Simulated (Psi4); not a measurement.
Psi4 1.11, PBE/def2-svp: Mo(NMe)(S)(F)(Cl) (C[N]=[Mo]([F])(=[S])[Cl]), 9 atoms. The geometry is a generated start, not checked to be a minimum at this level.

```yaml
task: energy
method: pbe
basis: def2-svp
memory: 3 GB
maxiter: 100
keys_of_the_molecule_block: symmetry c1
scf_type: df (default)
guess: auto, which took SAD (default)
scf_initial_accelerator: adiis (default)
e_convergence: 1e-06 (default)
d_convergence: 1e-06 (default)
dft_radial_points: 75 (default)
dft_spherical_points: 302 (default)
effective_core_potentials: those of the basis set, past Kr
basis_functions: 124
grid_points: 194206
```

```xyz
9

Mo     0.1306     0.9076     1.1691
N     -0.1815    -0.0988    -0.2058
C     -0.2465    -0.9410    -1.3267
H      0.7649    -1.2613    -1.6122
H     -0.8504    -1.8271    -1.1050
H     -0.6993    -0.4136    -2.1718
S      2.2437     0.9058     1.5674
F     -0.3032     2.6320     0.7686
Cl    -0.8582     0.0963     2.9163
```

Charge 0 and multiplicity 1 are set for this test and not shown to be the ground state.

One run each on 2 threads. Values of diis_max_vecs tried: 3, 6, 10 (default), 20.

Q: Predict the course of the SCF iterations along this series.

A: Fewest SCF iterations, within one of each other: 10 (default) with 14, 20 with 15. The count rises to 95 at 3. All converge to one solution.

```tsv
diis_max_vecs	SCF iterations	end
3	95	same solution
6	16	same solution
10 (default)	14	same solution
20	15	same solution
```
